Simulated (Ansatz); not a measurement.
The starting structures come from a database of crystals and need not be the phases stable at ambient conditions.

 Where the default PAW files enter, the runs use the earlier of Ansatz's two default sets.

By PBEsol, the system below comes out a metal.

A figure of merit of an interconnect metal is its ballistic conductance per area.

```
TaS2
1.0
    5.69922     0.00000     0.00000
    0.00000     6.21099    -0.76488
    2.84961    -0.23958     1.63818
Ta S
1 2
Direct
  0.07579   0.00000   0.00000
  0.87192   0.74037   0.74037
  0.61228   0.25963   0.25963
```

Space group of this cell: Fmm2. The cell was relaxed by PBE-D3(BJ); by PBEsol its mean pressure is -1.0 GPa.

The current flows along the normal of the first two printed cell vectors. No spin-orbit coupling; the value is a mean over 0.1 eV about the Fermi level.

Q: State the ballistic conductance per area according to Ansatz (a quantum-chemistry and plane-wave program) with PBEsol.

A: 0.52 × 10¹⁵ S/m² for both spins.
